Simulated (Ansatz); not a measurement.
The structure below was relaxed with PBE in Ansatz (plane waves to 420 eV, PAW, no spin-orbit coupling), at pressure 9 GPa.

Space group Fd-3m, origin choice 1 (No. 227); a = b = c = 5.318 Å, α = β = γ = 90.00°

```tsv
atom	site	symmetry	x	y	z
Si	8b	-43m	0.5000	0.5000	0.5000
```

**Question.** Write out a cell with all atoms.

**Answer.** 
```
Si
1.0
    5.31816     0.00000     0.00000
    0.00000     5.31816     0.00000
    0.00000     0.00000     5.31816
Si
8
Cartesian
  0.00000   0.00000   2.65908
  1.32954   3.98862   1.32954
  0.00000   2.65908   0.00000
  1.32954   1.32954   3.98862
  2.65908   0.00000   0.00000
  3.98862   3.98862   3.98862
  2.65908   2.65908   2.65908
  3.98862   1.32954   1.32954
```
This is the conventional cell.

Load acts through the strain it causes; cell and atoms are relaxed under it. Stability against distortions was not tested. Tetrahedral semiconductors of this kind turn to denser phases somewhere between about 1 and 50 GPa; those were not computed, so compressed cells here can lie past the real transition. The cell was made from Si in the diamond structure (space group Fd-3m, No. 227) by this change: pressure 9 GPa.

Ansatz is an electronic-structure program.
